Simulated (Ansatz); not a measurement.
Cell A: Si (diamond, Fd-3m), 2 atoms in the cell, k-point mesh 12×12×12 on the run's own vectors.
Si is taken in the cubic space group Fd-3m, origin choice 1 (No. 227), the diamond structure, Pearson symbol cF8. Lattice parameters: a = 5.4695 Å, b = 5.4695 Å, c = 5.4695 Å, α = 90.00°, β = 90.00°, γ = 90.00°. Si on 8b has 4 Si at 2.368 Å (tetrahedral). (Neighbours: up to the widest gap in distance over summed covalent radii, below 1.35, at either atom.)
(The calculation used a cell of 2 atoms; values per cell refer to that cell.)

Cell B: C (diamond, Fd-3m), 2 atoms in the cell, k-point mesh 16×16×16 on the run's own vectors.
```
C
1.0
    0.00000     1.78577     1.78577
    1.78577     0.00000     1.78577
    1.78577     1.78577     0.00000
C
2
Direct
  0.00000   0.00000   0.00000
  0.25000   0.25000   0.25000
```

Cell C: LiF (rock salt, Fm-3m), 2 atoms in the cell, k-point mesh 14×14×14 on the run's own vectors.
```
CELL_PARAMETERS angstrom
      0.00000     2.03337     2.03337
      2.03337     0.00000     2.03337
      2.03337     2.03337     0.00000
ATOMIC_POSITIONS crystal
  Li 0.00000 0.00000 0.00000
  F  0.50000 0.50000 0.50000
```

Computed with Ansatz (plane waves, PAW), its PAW set soft_1, cutoff 420 eV. The structures are at rest with PBE. Neutral cells; Fermi-Dirac smearing of at most 0.05 eV in the solids, energies taken to zero width. A dispersion term ran beside these levels; it doesn't touch the electrons. Gaps are highest filled to lowest empty Kohn-Sham level on the run's k-point mesh, states of defects and surfaces included; edges off the mesh make the true gap smaller, and under 0.08 eV counts as none.

### Question
Order them by band gap (eV) (lowest first) at the level PBE.

### Answer
A (0.61 (indirect)), B (4.13 (indirect)), C (8.84 (direct))

Ansatz is a program for electronic structure.
